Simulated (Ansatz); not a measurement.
Si: isotropic strain +2.00 %

Start from Si in the diamond structure (space group Fd-3m, No. 227; a = 5.402 Å).

Perturbation: the cell is scaled by 1.0200 in all directions, atoms relaxed at fixed cell.

Calculations: plane-wave PAW DFT at the LDA level (Ansatz, an electronic-structure program, 420 eV), no spin-orbit coupling. Γ-centred 11×11×11 mesh, Fermi–Dirac width 0.05 eV.

| quantity | base | changed | shift |
|---|---|---|---|
| volume per atom | 19.71 Å³ | 20.91 Å³ | +1.206 Å³ |
| space group | Fd-3m (No. 227) | Fd-3m (No. 227) | – |
| shortest interatomic distance | 4.420 bohr | 4.509 bohr | +0.0884 bohr |
| energy relative to the base (free energy F) | 0 meV/atom | +20 meV/atom | +20 meV/atom |
| pressure | -0.01 GPa | -5.05 GPa | -5.04 GPa |
| band gap | 0.45 eV | 0.55 eV | +0.10 eV |
| gap character | indirect, Γ → Γ–X (87 % along) | indirect, Γ → Γ–X (87 % along) | – |
| smallest direct gap | 2.53 eV | 2.42 eV | -0.11 eV |
| mean gap deformation potential ΔEg/Δln V | – | +1.7 eV | – |
| width of the top valence band | 3.94 eV | 3.70 eV | -0.247 eV |
| electron mass | 0.93 mₑ along k, 0.19 mₑ across (off the special points) | 0.93 mₑ along k, 0.19 mₑ across (off the special points) | – |
| valley order (the lowest conduction-band minima on the path, energy above the VBM, named in the base's zone) | a point along ⟨100⟩, about 1.0 Å⁻¹ from Γ 0.45 eV; L along ⟨111⟩ 1.48 eV | a point along ⟨100⟩, about 1.0 Å⁻¹ from Γ 0.55 eV; L along ⟨111⟩ 1.26 eV | – |

Effective masses come from finite differences of ±0.01 Å⁻¹. Along k means along the line from Γ to the band edge. Stability against distortions was not tested.
